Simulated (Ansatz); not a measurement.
Functionals compared on NH2 on the 1x1 (100) surface of monoclinic ZrO2 (cut with top plane 2 O), one in a 1x1 cell, started at the site 'hollow O-O-O over O at depth 6.9 Å', in Ansatz (plane waves, PAW). The structure was relaxed with PBE; the other rows are single points on it, each with its references at the same level. Cutoff 420 eV (500 eV for r2SCAN). The points keep PBE's geometry, so the relaxation of a polaron and the settling of charge on one site are left out.

Host crystal: monoclinic ZrO2, with a band gap (PBE, scalar-relativistic without spin-orbit coupling).

Slab: 27 atoms, 9.4 Å thick at the start under the adsorbate (thin: gaps and levels are the slab's own); k 4x4x1, smearing 0.01 eV, dipole-corrected; 12 atoms held, the rest relaxed; no symmetry held; spin-polarised, ending with about 1.0 μB a cell; orders that need a larger cell were not tried, no spin-orbit, no U, no dispersion correction. At the end it is bonded to Zr. In PBE it is, or lies within 0.03 eV of, the lowest of the starts that converged. These notes are the PBE run's. r2SCAN: The program's check for a lower electronic state was not made. Adsorption energies are against NH3(g) − ½ H2(g). A negative adsorption energy means that the adsorbate is more stable on the surface than in its reference.

```tsv
functional	adsorption energy (eV)	gap of the slab on its k-mesh (eV)	highest filled level below the top vacuum level (eV)	magnetic moment of the cell (μB)	rough cost of the single point
PBE	1.38	0.38	5.72	1.00	–
RPBE	1.53	0.42	5.58	1.00	very roughly 7 core-minutes
r2SCAN	(withheld)	(withheld)	(withheld)	1.00	very roughly 11 core-minutes
```

Q: Fill in the missing entries.

A: 
- r2SCAN, adsorption energy (eV): 1.09
- r2SCAN, gap of the slab on its k-mesh (eV): 1.04
- r2SCAN, highest filled level below the top vacuum level (eV): 5.77

Ansatz is a first-principles code.
